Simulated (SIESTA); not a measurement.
Worked example: self-consistent single point of Ni3Sn4 (C2/m, 7 atoms in the cell) in SIESTA

Method: LDA PW92, numerical atomic orbitals DZP, PseudoDojo LDA standard norm-conserving potentials (rewritten from UPF to PSML) in SIESTA 5.4.2.

Input as run:

```
# files in the folder: Sn.psml Ni.psml (PseudoDojo LDA standard)
SystemName  Ni3Sn4
SystemLabel Ni3Sn4

NumberOfAtoms                7
NumberOfSpecies              2
%block ChemicalSpeciesLabel
  1 50 Sn
  2 28 Ni
%endblock ChemicalSpeciesLabel
LatticeConstant              1.0 Bohr
%block LatticeVectors
    11.540557443   -3.836144033    0.000000000
    11.540557443    3.836144033    0.000000000
    -2.552598585    0.000000000    9.526424979
%endblock LatticeVectors
AtomicCoordinatesFormat      ScaledCartesian
%block AtomicCoordinatesAndAtomicSpecies
     1.891859706   -0.000000000    7.738315010  1
    18.636656594   -0.000000000    1.788109968  1
     0.000000000    0.000000000    0.000000000  2
     8.140462171   -0.000000000    6.538938105  1
    12.388054130   -0.000000000    2.987486873  1
     4.095544903   -0.000000000    3.209452575  2
    16.432971398   -0.000000000    6.316972403  2
%endblock AtomicCoordinatesAndAtomicSpecies

XC.functional                LDA
XC.authors                   PW92
PAO.BasisSize                DZP
PAO.EnergyShift              0.005 Ry
MeshCutoff                   300 Ry
%block kgrid.MonkhorstPack
    7   0   0  0.0
    0   7   0  0.0
    0   0   5  0.0
%endblock kgrid.MonkhorstPack
OccupationFunction           MP
OccupationMPOrder            1
ElectronicTemperature        1578.21 K
Spin                         polarized
%block DM.InitSpin
  1 +0.00
  2 +0.00
  3 +2.00
  4 +0.00
  5 +0.00
  6 +2.00
  7 +2.00
%endblock DM.InitSpin

MaxSCFIterations             150
SCF.Mixer.Method             Pulay
SCF.Mixer.Weight             0.1
SCF.Mixer.History            6
SCF.DM.Tolerance             1.0E-04
Diag.ParallelOverK           true
WriteForces                  true
Charge.Mulliken              end
```

Output (repeated stretches shortened):

```
reinit: Reading from file input.fdf

reinit: System Name: Ni3Sn4
reinit: System Label: Ni3Sn4

NOTE on units for spin output:
{S} is the spin magnetic moment, in units of the Bohr magneton,
assuming a g-factor for the electron spin of exactly 2.
The spin magnetic moment is then numerically equal to the charge inbalance,
in units of electrons, between the spin-up and -down channels.

coor:   Atomic-coordinates input format  =     Cartesian coordinates
coor:                                          (in units of alat)

siesta: Atomic coordinates (Bohr) and species
siesta:      1.89186  -0.00000   7.73832  1        1
siesta:     18.63666  -0.00000   1.78811  1        2
siesta:      0.00000   0.00000   0.00000  2        3
siesta:      8.14046  -0.00000   6.53894  1        4
siesta:     12.38805  -0.00000   2.98749  1        5
siesta:      4.09554  -0.00000   3.20945  2        6
siesta:     16.43297  -0.00000   6.31697  2        7

siesta: System type = bulk

initatomlists: Number of atoms, orbitals, and projectors:      7   129   126

siesta: ******************** Simulation parameters ****************************
redata: Spin configuration                          = collinear
redata: Time-Reversal Symmetry                      = T
redata: Number of Atomic Species                    =        2
redata: Mesh Cutoff                                 =   300.0000 Ry
redata: Net charge of the system                    =     0.0000 |e|
redata: Min. number of SCF Iter                     =        0
redata: Max. number of SCF Iter                     =      150
redata: SCF convergence failure will abort job
redata: SCF mix quantity                            = Hamiltonian
redata: Mix DM or H after convergence               =   F
redata: Recompute H after scf cycle                 =   F
redata: Mix DM in first SCF step                    =   T
redata: No kicks to SCF
   [... lines left out ...]
diag: Used triangular part                          = Lower
diag: Absolute tolerance                            =  0.100E-15
diag: Orthogonalization factor                      =  0.100E-05
diag: Memory factor                                 =  1.0000

superc: Internal auxiliary supercell:     7 x     7 x     5  =     245
superc: Number of atoms, orbitals, and projectors:   1715  31605  30870

                        Single-point calculation

superc: Internal auxiliary supercell:     7 x     7 x     5  =     245
superc: Number of atoms, orbitals, and projectors:   1715  31605  30870

outcell: Unit cell vectors (Ang):
        6.107000   -2.030000    0.000000
        6.107000    2.030000    0.000000
       -1.350777    0.000000    5.041167

outcell: Cell vector modules (Ang)   :    6.435554    6.435554    5.219000
outcell: Cell angles (23,13,12) (deg):    104.2176    104.2176     36.7742
outcell: Cell volume (Ang**3)        :    124.9928
new_DM -- step:     1
Initializing Density Matrix...

Attempting to read DM from file... Failed...
DM filled with atomic data (user-defined):

InitMesh: MESH = 64 x 64 x 90 = 368640
InitMesh: Mesh cutoff (required, used) =   300.000   325.326 Ry

stepf: Methfessel-Paxton step function
       Using Hermite-Gauss polynomials of order  1
        iscf     Eharris(eV)        E_KS(eV)     FreeEng(eV)     dDmax    Ef(eV) dHmax(eV)
   scf:    1   -22174.677131   -22222.069555   -22222.070224  0.717554 -3.515403 17.925418
     spin moment: {S} , |S| = {        0.0        0.0    2.12606 }     2.12606
   scf:    2   -22239.406454   -22236.173129   -22236.171804  0.146751 -4.325174  6.412404
     spin moment: {S} , |S| = {        0.0        0.0    1.22602 }     1.22602
   scf:    3   -22236.816835   -22236.846974   -22236.845444  0.035253 -4.406346  2.311523
     spin moment: {S} , |S| = {        0.0        0.0    1.12645 }     1.12645
   scf:    4   -22237.214272   -22237.061604   -22237.058565  0.016127 -4.440876  1.801907
     spin moment: {S} , |S| = {        0.0        0.0    1.06395 }     1.06395
   scf:    5   -22237.960123   -22237.568399   -22237.569551  0.077937 -4.574882  0.788441
     spin moment: {S} , |S| = {        0.0        0.0    0.72291 }     0.72291
   scf:    6   -22237.498785   -22237.589822   -22237.591464  0.016801 -4.577072  1.420370
   [... lines left out ...]
   scf:   14   -22237.733737   -22237.733727   -22237.732292  0.000258 -4.632350  0.009872
     spin moment: {S} , |S| = {        0.0        0.0    0.01490 }     0.01490
   scf:   15   -22237.733766   -22237.733747   -22237.732310  0.000210 -4.632233  0.008492
     spin moment: {S} , |S| = {        0.0        0.0    0.01582 }     0.01582
   scf:   16   -22237.733984   -22237.733847   -22237.732396  0.000565 -4.632259  0.003292
     spin moment: {S} , |S| = {        0.0        0.0    0.00361 }     0.00361
   scf:   17   -22237.733859   -22237.733852   -22237.732401  0.000149 -4.632260  0.001577
     spin moment: {S} , |S| = {        0.0        0.0    0.00031 }     0.00031
   scf:   18   -22237.733853   -22237.733852   -22237.732401  0.000016 -4.632276  0.001254
     spin moment: {S} , |S| = {        0.0        0.0    0.00022 }     0.00022
   scf:   19   -22237.733855   -22237.733853   -22237.732402  0.000057 -4.632336  0.000663
     spin moment: {S} , |S| = {        0.0        0.0    0.00016 }     0.00016
SCF Convergence by DM+H criterion
max |DM_out - DM_in|         :     0.0000571362
max |H_out - H_in|      (eV) :     0.0006634718
SCF cycle converged after 19 iterations

Using DM_out to compute the final energy and forces

siesta: E_KS(eV) =           -22237.7339

siesta: E_KS - E_eggbox =    -22237.7339

siesta: Atomic forces (eV/Ang):
     1    0.031078    0.000000   -0.031950
     2   -0.031077    0.000000    0.031950
     3    0.000000    0.000000    0.000000
     4   -0.101803   -0.000000    0.128848
     5    0.101802   -0.000000   -0.128846
     6    0.025073    0.000000    0.037688
     7   -0.025073    0.000000   -0.037689
   Tot    0.000000   -0.000000    0.000001
   Max    0.128848
   Res    0.054337    sqrt( Sum f_i^2 / 3N )
   Max    0.128848    constrained

Stress tensor Voigt[x,y,z,yz,xz,xy] (kbar):       53.64       53.43       47.74       -0.00        5.19       -0.00
(Free)E + p*V (eV/cell)   -22241.7585
Target enthalpy (eV/cell)   -22237.7324

siesta: Program's energy decomposition (eV):
siesta: Ebs     =     -3262.098725
siesta: Eions   =     26723.828302
siesta: Ena     =      1551.643331
siesta: Ekin    =     11552.884343
siesta: Enl     =     -4609.756499
siesta: Eso     =         0.000000
siesta: Edftu   =         0.000000
siesta: DEna    =        86.343396
siesta: DUscf   =         1.591432
siesta: DUext   =         0.000000
siesta: Ex      =     -3782.068238
siesta: Ec      =      -314.543317
siesta: Exc     =     -4096.611555
siesta: Eharris =    -22237.733855
siesta: Etot    =    -22237.733853
siesta: FreeEng =    -22237.732402

siesta: Atomic forces (eV/Ang):
siesta:      1    0.031078    0.000000   -0.031950
siesta:      2   -0.031077    0.000000    0.031950
siesta:      3    0.000000    0.000000    0.000000
siesta:      4   -0.101803   -0.000000    0.128848
siesta:      5    0.101802   -0.000000   -0.128846
siesta:      6    0.025073    0.000000    0.037688
siesta:      7   -0.025073    0.000000   -0.037689
siesta: ----------------------------------------
siesta:    Tot    0.000000   -0.000000    0.000001

siesta: Stress tensor (static) (eV/Ang**3):
   [... lines left out ...]
siesta: Cell volume =        124.992812 Ang**3
siesta:         -51.60686129        -51.04851805  kBar
   [... lines left out ...]
              0.997   0.996   0.998   0.999   0.999   0.091   0.086   0.080

              0.086   0.075

Species: Ni
Atom  Qatom  Qorb
               3s      4s      4s      3py     3pz     3px     4py     4pz
               4px     3dxy    3dyz    3dz2    3dxz    3dx2-y2 3dxy    3dyz
               3dz2    3dxz    3dx2-y2
   3  8.782   0.961  -0.156   0.085   1.005   1.004   1.005   0.186   0.175
              0.180   1.021   0.910   1.030   0.922   0.937  -0.113  -0.081

             -0.107  -0.093  -0.088
   6  8.794   0.958  -0.097   0.068   1.004   1.004   1.004   0.168   0.174
              0.175   0.924   0.973   0.962   0.954   1.003  -0.085  -0.102

             -0.092  -0.097  -0.104
   7  8.794   0.958  -0.097   0.068   1.004   1.004   1.004   0.168   0.174
              0.175   0.924   0.973   0.962   0.954   1.003  -0.085  -0.102

             -0.092  -0.097  -0.104

mulliken: Qtot =       55.000

Mulliken Atomic Populations:
Atom #   charge [q] valence [e]      Sz [e]  Species
     1    -0.330681   14.330681    0.000009  Sn
     2    -0.330681   14.330681    0.000009  Sn
     3     0.436311   17.563689   -0.000534  Ni
     4    -0.300051   14.300051    0.000052  Sn
     5    -0.300051   14.300051    0.000052  Sn
     6     0.412574   17.587426    0.000284  Ni
     7     0.412578   17.587422    0.000284  Ni
 Total     0.000000                0.000157
```

The run converged in 19 iterations.

The starting cell comes from a database of published, mostly measured structures (it also holds non-ambient and calculated ones), without a prior relaxation at this level. The starting moments vanished: the run ended non-magnetic, which need not be the lowest state. Values carry the incompleteness of an atom-centred basis. With a pressure of about -5 GPa the cell is away from its equilibrium volume at this level.

Cost on one core of a shared machine: roughly 7 min.
